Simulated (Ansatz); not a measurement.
**W₃Si (model structure, started from the D03 type, Fm-3m, No. 225, 4 atoms in the cell)**

Method: PBEsol (Ansatz, an electronic-structure program, plane waves, PAW).

Run with plane-wave cutoff 500 eV, 10×10×10 k mesh, Fermi–Dirac smearing 0.05 eV, no spin polarisation, scalar-relativistic PAW data made under PBE.

Cell (relaxed at this level):

```
W3Si
1.0
    0.00000     3.09327     3.09327
    3.09327     0.00000     3.09327
    3.09327     3.09327     0.00000
Si W
1 3
Direct
  0.00000   0.00000   0.00000
  0.50000   0.50000   0.50000
  0.25000   0.25000   0.25000
  0.75000   0.75000   0.75000
```

For W₃Si (model structure, started from the D03 type, Fm-3m, No. 225, 4 atoms in the cell), the band gap is none.

Note: the relaxation could raise the start's symmetry but not lower it, so the cell can be a saddle point.

Spin–orbit coupling is not included.

Cost on a shared machine: around 28 core-seconds (rough).

A model structure was made by putting elements into a prototype or built by hand; it is no filed structure, need not be a known phase, and can be a saddle point held by its symmetry.
